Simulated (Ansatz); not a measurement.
Given:

End structure of a constructed model of the (0001) surface of hcp Mg, a layer of Ge in place of the second plane (bottom of the slab: a bare face, its two planes held):

```xyz
6
Lattice="3.1990 0.0000 0.0000 -1.5995 2.7704 0.0000 0.0000 0.0000 29.0000" Properties=species:S:1:pos:R:3 pbc="T T T"
Mg     1.5995     0.9235     8.1521
Mg     0.0000     1.8470    10.7417
Mg     1.5995     0.9235    13.3572
Mg     0.0000     1.8470    15.9169
Ge     1.5995     0.9235    18.1923
Mg     0.0000     1.8470    20.5143
```

Slab: 6 atoms, 12.7 Å thick at the start; k 13x13x1, smearing 0.1 eV, dipole-corrected; 2 atoms held, the rest relaxed; start symmetry kept, larger cells not searched; no spin, no spin-orbit, no U. It is one candidate, not shown to be the stable structure of the face.

### Question
Predict the work function of the top face from PBE run with Ansatz (a program for electronic structure).

### Answer
3.80 eV
